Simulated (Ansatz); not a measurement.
The starting structures come from a database of crystals and need not be the phases stable at ambient conditions.

By PBEsol, the system below comes out a metal.

The ballistic (Sharvin) conductance counts the channels at the Fermi level: G/A = (e²/h) × channels of both spins per area.

Consider the following.

```
TiS
1.0
    3.45206     0.00000     0.00000
   -1.72603     2.98957     0.00000
    1.72603     0.99652     8.86331
Ti S
3 3
Cartesian
  0.00000   1.99305   4.43165
  3.45206   1.99305   7.58820
  0.00000   1.99305   1.27511
  0.00000   0.00000   0.00000
  1.72603   0.99652   2.92408
  1.72603   2.98957   5.93923
```

Space group of this cell: R-3m. The cell is taken as given; by PBEsol its mean pressure is -5.3 GPa.

The current flows along the normal of the first two printed cell vectors, the (001) plane of the conventional cell. No spin-orbit coupling; the value is a mean over 0.1 eV about the Fermi level.

Question: Give the ballistic conductance per area that PBEsol run with Ansatz (a program for electronic structure) yields.

Answer: 0.67 × 10¹⁵ S/m² for both spins.
